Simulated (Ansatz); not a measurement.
The reference is Cu in the fcc (Cu type) structure (space group Fm-3m, No. 225; a = 3.579 Å; relaxed with 0.1 eV smearing). Axes: x, y, z lie along the cube axes.

Method: r2SCAN, PAW, 500 eV (Ansatz, an electronic-structure program; no spin-orbit coupling), earlier PAW set.

Now apply this change: strain tensor (xx, yy, zz, yz, xz, xy) = (−2.01, +1.18, −0.69, −0.70, +0.21, +1.36) %, atoms relaxed at fixed cell.

Q: Predict the new stress and energy relative to the base.

A: The stress (xx, yy, zz, yz, xz, xy; compression positive) is (3.8, 1.8, 2.9, 1.2, -0.4, -2.6) GPa; the energy grows by 5.8 meV/atom.

No phonon test of stability was made. All final runs are without spin polarisation.
